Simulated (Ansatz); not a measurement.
Results of LDA in Ansatz (PAW) for InSb (Fm-3m, No. 225, 2 atoms in the cell; start mp-10149; a measured phase of this formula has another space group).

From the output:

```
Crystal: 2 atoms, lattice volume = 54.937 Å³
Basis set: ecut = 520 eV, 1459 PW (Γ), exchange–correlation on 64×64×64 points (8 copies of the dense FFT grid, shifted against one another)
Bands: 18, of which v1, the nominal top of the filled ones, is band 14 counted from 1 (13 counted from 0)
Symmetry: 48 space group operations
Space group: Fm-3m (ITA 225), of the structure as read, at distance tolerance 3.8e-5 Å
k-points: 145 of 4096
Functional: x = slater, c = lda
SCF iter   1: F=—  HF=-11793.007907 eV  |F-HF|=—  |Δ(HF+E_count)|=         —  Δρ=7.62e-3  dr2=1.52e-2
SCF iter   2: F=—  HF=-11793.001605 eV  |F-HF|=—  |Δ(HF+E_count)|=   6.30e-3  Δρ=3.83e-3  dr2=4.07e-3
  ...
SCF iter   8: F=—  HF=-11793.000272 eV  |F-HF|=—  |Δ(HF+E_count)|=  7.42e-10  Δρ=1.05e-6  dr2=7.33e-10
SCF iter   9: F=-11793.000272 eV  HF=-11793.000272 eV  |F-HF|=1.29e-10  |Δ(HF+E_count)|=  9.28e-11  Δρ=5.69e-7  dr2=1.23e-10
SCF 1 converged in 9 iterations: F = -11793.000272 eV  dr2 = 1.23e-10
SCF converged after 9 iterations
Free energy (F): -11793.000272 eV
Internal energy: -11792.989892 eV  (E = F + TS)
E sigma→0 (E₀):  -11792.995082 eV
Fermi energy:    9.747444 eV
--- Stress (GPa, compression-positive) ---
       -1.633922      -0.000000       0.000000
       -0.000000      -1.633922      -0.000000
       -0.000000       0.000000      -1.633922
  P = ⅓ Tr σ = -1.6339 GPa (-16.339 kbar)
```

Task: Write an input file that could have produced this run (the log leaves some choices open).

Result: This is not unique; one that fits is 
Ansatz 0.2 input:
```yaml
crystal:
  lattice:
    - [0.0, 3.0172469659, 3.0172469659]
    - [3.0172469659, 0.0, 3.0172469659]
    - [3.0172469659, 3.0172469659, 0.0]
  atoms:
    - { symbol: In, position: [0.0, 0.0, 0.0] }
    - { symbol: Sb, position: [0.5, 0.5, 0.5] }
basis:
  ecutwfc: 520
  ecutrho_ratio: 4
  xc_grid: 2
kpoints:
  mp_grid: { grid: [16, 16, 16] }
hamiltonian:
  xc: lda
  dispersion: none
  pseudopotentials: { kind: paw }
scf:
  occupations: { method: fermi_dirac, width: 0.05 }
  convergence: { dr2_threshold: 0.0000000002 }
output:
  forces: true
  stress: true
  eigenvalues: true
```

The PAW data were made under PBE.

Note: cell and atoms aren't relaxed at this level (pressure -1.6 GPa).

A start named mp-… is a Materials Project structure, which need not be a measured phase.

Ansatz is a first-principles code.
